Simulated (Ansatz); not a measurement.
Output of an Ansatz run (abridged):

```
WARN ansatz: RAYON_NUM_THREADS=1 ignored (pool sized by the plan → 1); use --threads N
Pseudopotentials: kind: paw
Pseudopotential: La, paw, valence charge 11
Pseudopotential: H, paw, valence charge 1
Crystal: 4 atoms, lattice volume = 42.425 Å³
Basis set: ecut = 420 eV, 815 PW (Γ)
Bands: 11, of which v1, the nominal top of the filled ones, is band 7 counted from 1 (6 counted from 0)
Symmetry: 8 space group operations
Space group: I4mm (ITA 107), of the structure as read, at distance tolerance 3.5e-5 Å
k-points: 75 of 729 (time reversal used)
PAW frozen core: La, regenerated for the run's functional, and the local potential with it
Initial density: superposition of atomic densities (neutral atoms: chi_scale 0, normalization atom), corrected by the library's trained network
Initial wavefunctions: pseudopotential atomic-orbital guess
Eigensolver: davidson
Functional: x = slater, c = lda
SCF iter   1: F=—  HF=-6125.545105 eV  |F-HF|=—  |Δ(HF+E_count)|=         —  Δρ=1.28e-2  dr2=6.01e-2  ethr=1.77e-3  ⟨swp⟩=4.1  Hψ=4212  notcnv=0
all-band conjugate gradients solve this SCF's bands
preconditioner: auto → none
SCF iter   2: F=—  HF=-6125.526574 eV  |F-HF|=—  |Δ(HF+E_count)|=   1.85e-2  Δρ=2.90e-3  dr2=3.02e-3  ethr=4.29e-4  ⟨swp⟩=2.7  Hψ=2046  notcnv=0
SCF iter   3: F=—  HF=-6125.525609 eV  |F-HF|=—  |Δ(HF+E_count)|=   9.65e-4  Δρ=1.44e-3  dr2=4.22e-4  ethr=2.16e-5  ⟨swp⟩=3.0  Hψ=1728  notcnv=0
SCF iter   4: F=—  HF=-6125.525527 eV  |F-HF|=—  |Δ(HF+E_count)|=   8.16e-5  Δρ=1.92e-4  dr2=5.26e-6  ethr=3.02e-6  ⟨swp⟩=2.1  Hψ=1002  notcnv=0
SCF iter   5: F=—  HF=-6125.525528 eV  |F-HF|=—  |Δ(HF+E_count)|=   6.99e-7  Δρ=1.90e-5  dr2=9.38e-8  ethr=3.76e-8  ⟨swp⟩=2.3  Hψ=1155  notcnv=0
SCF iter   6: F=-6125.525528 eV  HF=-6125.525528 eV  |F-HF|=6.09e-10  |Δ(HF+E_count)|=   1.21e-8  Δρ=3.39e-6  dr2=2.44e-9  ethr=6.70e-10  ⟨swp⟩=3.5  Hψ=3353  notcnv=0
the search or the solves at the SCF's close seem to have found levels that the self-consistency loop had missed (the run counts 1) …
SCF 1 converged in 6 iterations: F = -6125.525528 eV  dr2 = 2.44e-9
SCF converged after 6 iterations
Free energy (F): -6125.525528 eV
Harris-Foulkes:  -6125.525528 eV  (|F-HF|=6.09e-10)
Internal energy: -6125.525526 eV  (E = F + TS)
E sigma→0 (E₀):  -6125.525527 eV
Entropy (-TS):   -0.000002 eV (-0.001 meV/atom)
Fermi energy:    10.094306 eV
--- Per-component energies (eV) ---
  E_band       = -46.161461
  E_kinetic    = 231.407130
  E_local      = -324.779682  (includes V_loc(G=0)·N_el)
  E_nonlocal   = 103.892799
  E_hartree    = 97.756774
  E_xc         = -165.266640
  E_vxc        = -182.534586  (∫ρ·V_xc dr)
  E_paw        = -5245.906712  (= ΣΔE_a)
  E_vpaw       = -69.657757  (= ΣTr[D̂ρ^β])
  E_aug_tail   = -0.003382  (compensation charges beyond the density's cutoff)
  E_ewald      = -822.948529
  E_core_change = 0.322716  (= ΣΔE_core)
  E_smearing   = -0.000002  (= −TS)
  E_closure    = -0.000000  (closes the sum)
  Σ components = -6125.525528   (vs F -6125.525528, Δ=0.00e0)
--- Forces (eV/Å), atoms counted from 1 ---
  atom   1  La     0.00000000     0.00000000    -0.15202886
  atom   2  H      0.00000000     0.00000000     0.09326592
  atom   3  H     -0.00000000     0.00000000     0.09326592
  atom   4  H      0.00000000     0.00000000    -0.03450113
  max |Σ_I F_I| component: 1.86e-6 eV/Å
--- Stress (GPa, compression-positive) ---
       -2.707846       0.000000      -0.000000
        0.000000      -2.707846       0.000000
       -0.000000       0.000000      -3.875033
  P = ⅓ Tr σ = -3.0969 GPa (-30.969 kbar)
  The stress holds the Pulay correction. Without it, at fixed plane waves, as pw.x and ABINIT print it: P = -3.2076 GPa
--- Band table (eV; the first three rows and the last of 75) ---
  k-point 0: bands = ["-22.7250", "-5.9349", "-5.8500", "-5.8500", "2.5536", "7.8298", "9.9755", "10.2960", "11.3430", "11.3430", "11.6016"]
  k-point 1: bands = ["-22.6996", "-6.0431", "-5.9655", "-5.9298", "3.0205", "7.2098", "9.7953", "10.5820", "11.1553", "11.7281", "11.7642"]
  k-point 2: bands = ["-22.6351", "-6.4550", "-6.1247", "-6.0440", "4.1224", "6.1727", "8.6913", "11.1559", "11.2837", "11.8100", "12.0053"]
  k-point 74: bands = ["-22.5853", "-7.0346", "-6.2111", "-6.0747", "5.2801", "5.7228", "7.0769", "11.7969", "11.8789", "12.0520", "12.0567"]
```

The structure:

```xyz
4
Lattice="-1.8677 1.8677 3.0406 1.8677 -1.8677 3.0406 1.8677 1.8677 -3.0406" Properties=species:S:1:pos:R:3 pbc="T T T"
La     0.0000     0.0000     0.0500
H      0.0000     1.8677     1.5203
H      1.8677     0.0000     1.5203
H      0.0000     0.0000     3.0406
```

Q: Write an input that gives this output.

A: Other spellings and defaults could give the same log, and not every line can be read from it. The input that was run (DFT, LDA (PW92), plane waves, default PAW files made with PBE):

Ansatz 0.2 input:
```yaml
crystal:
  lattice:
    - [-1.86768500, 1.86768500, 3.04058100]
    - [1.86768500, -1.86768500, 3.04058100]
    - [1.86768500, 1.86768500, -3.04058100]
  atoms:
    - { symbol: La, position_ang: [0.00000000, -0.00000000, 0.04999931] }
    - { symbol: H, position_ang: [-0.00000000, 1.86768500, 1.52029050] }
    - { symbol: H, position_ang: [1.86768500, 0.00000000, 1.52029050] }
    - { symbol: H, position_ang: [0.00000000, 0.00000000, 3.04058100] }
basis:
  ecutwfc: 420.0
kpoints:
  mp_grid:
    grid: [9, 9, 9]
hamiltonian:
  xc: lda
  pseudopotentials:
    kind: paw
scf:
  occupations:
    method: fermi_dirac
    width: 0.02
output:
  forces: true
  eigenvalues: true
  stress: true
```

The starting cell comes from a database of computed structures (which also holds hypothetical and non-ambient phases and stackings), without a prior relaxation at this level. Its lattice was rescaled by up to half a per cent. One atom was moved a little off its site on purpose. With a pressure of about -3 GPa the cell is away from its equilibrium volume at this level. Ansatz's pressure includes its estimate of the finite-basis (Pulay) stress.

Ansatz is a quantum-chemistry and plane-wave program.
